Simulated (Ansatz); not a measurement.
The parent structure is Ti$_{2}$O$_{3}$ in the corundum structure (space group R-3c, No. 167).

```yaml
crystal:
  lattice:
    - [2.51933, 1.45454, 4.62714]
    - [-2.51933, 1.45454, 4.62714]
    - [0.00000, -2.90907, 4.62714]
  atoms:
    - { symbol: Ti, position: [0.84541, 0.84541, 0.84541] }
    - { symbol: Ti, position: [0.15459, 0.15459, 0.15459] }
    - { symbol: Ti, position: [0.65459, 0.65459, 0.65459] }
    - { symbol: Ti, position: [0.34541, 0.34541, 0.34541] }
    - { symbol: O, position: [0.06181, 0.43819, 0.75000] }
    - { symbol: O, position: [0.93819, 0.56181, 0.25000] }
    - { symbol: O, position: [0.75000, 0.06181, 0.43819] }
    - { symbol: O, position: [0.25000, 0.93819, 0.56181] }
    - { symbol: O, position: [0.43819, 0.75000, 0.06181] }
    - { symbol: O, position: [0.56181, 0.25000, 0.93819] }
```

Calculations: PBEsol in Ansatz (plane waves to 420 eV, PAW, spin-orbit coupling left out).

One change was made to it. Results:

The lattice parameter a drops by 0.0615 Å (5.039 Å → 4.977 Å); the c/a ratio drops by 0.007, from 2.755 to 2.748.

### Question
Which change produced these results?
A) pressure 10 GPa
B) pressure 0.3 GPa
C) pressure 5 GPa

### Answer
A, pressure 10 GPa. For comparison, the lattice parameter a in the other runs: pressure 0.3 GPa gives 5.037 Å; pressure 5 GPa gives 5.006 Å.

Load acts through the strain it causes; cell and atoms are relaxed under it. Whether these cells are dynamically stable was not tested. No other phases were tried under pressure. No Hubbard U is applied, and correlation can decide whether such a compound is a metal. The final runs are not spin-polarised.

Ansatz is a first-principles code.
